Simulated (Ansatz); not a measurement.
Start from B in the bcc (W type) structure (space group Im-3m, No. 229; a = 2.298 Å; a hypothetical phase, not in the database extracts checked; relaxed with 0.1 eV smearing). Axes: x, y, z lie along the cube axes.

Calculations: PBEsol/PAW in Ansatz (a program for electronic structure), no SOC.

Perturbation: the cell is scaled by 0.9800 in all directions, atoms relaxed at fixed cell.

Question: Predict the stress tensor and what it implies for the stiffness.

Answer: Stress of the strained cell less that of the base (GPa, compression positive):
```
   16.5     0.0     0.0
    0.0    16.5     0.0
    0.0     0.0    16.5
```

Then B = −ΔP/(ΔV/V₀) with ΔV/V₀ = -0.0588 gives secant stiffness values (nonlinear terms included at this strain): B ≈ 280 GPa.

As a check, the harmonic strain energy −½ V₀ Δσ:ε is 19 meV/atom; the computed energy rise is 17 meV/atom.

No phonon test of stability was made.
